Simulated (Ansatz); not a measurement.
The parent structure is NaCl in the rock salt structure (space group Fm-3m, No. 225).

```yaml
crystal:
  lattice:
    - [0.00000, 2.80073, 2.80073]
    - [2.80073, 0.00000, 2.80073]
    - [2.80073, 2.80073, 0.00000]
  atoms:
    - { symbol: Na, position: [0.00000, 0.00000, 0.00000] }
    - { symbol: Cl, position: [0.50000, 0.50000, 0.50000] }
```

Cartesian axes are those of the cell as printed.

The values are results of PBEsol, PAW, 420 eV (Ansatz, a quantum-chemistry and plane-wave program; no SOC), not measurements.

Before the change:

| Quantity | Result |
|---|---|
| Valence-band top at Γ | 0.00, 0.00, 0.00 eV |

Perturbation: the cell is stretched by 3.00 % along z with no lateral relaxation; the atoms relax in the strained cell.

**Question.** How does this affect the stress?

**Answer.** The stress (xx, yy, zz, yz, xz, xy; compression positive) amounts to (-0.31, -0.31, -1.34, 0.00, 0.00, 0.00) GPa.

**Question.** What does the calculation give for the valence-band top at Γ after the change?

**Answer.** The valence-band top at Γ (three highest levels, from the VBM) changes from 0.00, 0.00, 0.00 eV to 0.00, -0.02, -0.02 eV.

The levels and masses belong to the bands next to the band gap. No phonon test of stability was made.
